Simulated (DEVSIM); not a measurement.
System: abrupt GaAs n-p junction, at 350 K.

```
layer (left to right)  material  thickness (μm)  Nd (cm⁻³)  Na (cm⁻³)  τn (s)  τp (s)
---------------------  --------  --------------  ---------  ---------  ------  ------
1                          GaAs           0.730       4e15          -  1.5e-9  1.5e-9
2                          GaAs            22.0          -     1.7e17  1.5e-9  1.5e-9
```

Left contact: ohmic. Right contact: ohmic. Voltage is applied to the left contact. Recombination: SRH at mid-gap, radiative, Auger. Mobility is μmin + (μ − μmin)/(1 + (N/Nref)^α).

This is a model device: material constants are rounded textbook-type values typed into the input, and sizes, dopings and lifetimes were drawn at random. Values at 300 K; Nc and Nv go as T^1.5, mobilities as T to minus their exponent, the gap by Varshni's rule with the affinity fixed.

```tsv
parameter	GaAs
gap (eV)	1.424
affinity (eV)	4.07
permittivity	12.9
Nc (cm⁻³)	4.7e17
Nv (cm⁻³)	9e18
μn (cm²/Vs)	8500
μp (cm²/Vs)	400
μn,min	500
μp,min	20
Nref,n	6e16
Nref,p	1.5e17
αn	0.39
αp	0.38
T exponent of μn	2.1
T exponent of μp	2.2
B (cm³/s)	2e-10
Cn (cm⁶/s)	1e-30
Cp (cm⁶/s)	1e-30
Varshni α (eV/K)	0.000541
Varshni β (K)	204
```

DEVSIM, 1D drift-diffusion, Boltzmann statistics, complete ionisation; no tunnelling, impact ionisation, image-force lowering or self-heating.

### Question
Tabulate band edges, carrier densities and field at zero bias.

### Answer
Energies count from the Fermi level of the right contact; mesh points crowd at the junctions.

```
x (μm)   Ec (eV)  Ev (eV)  n (cm⁻³)  p (cm⁻³)  field (V/cm)
-------  -------  -------  --------  --------  ------------
0.000      0.151   -1.250    4.0e15     < 1e2           950
0.02735    0.153   -1.248    3.7e15     < 1e2          1000
0.08799    0.161   -1.240    2.8e15     < 1e2          1600
0.2088     0.200   -1.201    7.9e14     < 1e2          5300
0.5083     0.599   -0.802     1.4e9     3.2e7         22000
0.6357     0.921   -0.480     33000    1.4e12         29000
0.6997     1.117   -0.284     < 1e2    9.2e14         33000
0.7354     1.238   -0.163     < 1e2    5.1e16         27000
0.7699     1.272   -0.129     < 1e2    1.6e17          1800
0.8446     1.274   -0.127     < 1e2    1.7e17           ≈ 0
1.019      1.274   -0.127     < 1e2    1.7e17           ≈ 0
1.609      1.274   -0.127     < 1e2    1.7e17           ≈ 0
2.663      1.274   -0.127     < 1e2    1.7e17           ≈ 0
4.950      1.274   -0.127     < 1e2    1.7e17           ≈ 0
12.59      1.274   -0.127     < 1e2    1.7e17           ≈ 0
18.25      1.274   -0.127     < 1e2    1.7e17           ≈ 0
20.68      1.274   -0.127     < 1e2    1.7e17           ≈ 0
21.84      1.274   -0.127     < 1e2    1.7e17           ≈ 0
22.42      1.274   -0.127     < 1e2    1.7e17           ≈ 0
22.61      1.274   -0.127     < 1e2    1.7e17           ≈ 0
22.69      1.274   -0.127     < 1e2    1.7e17           ≈ 0
22.73      1.274   -0.127     < 1e2    1.7e17           ≈ 0
```
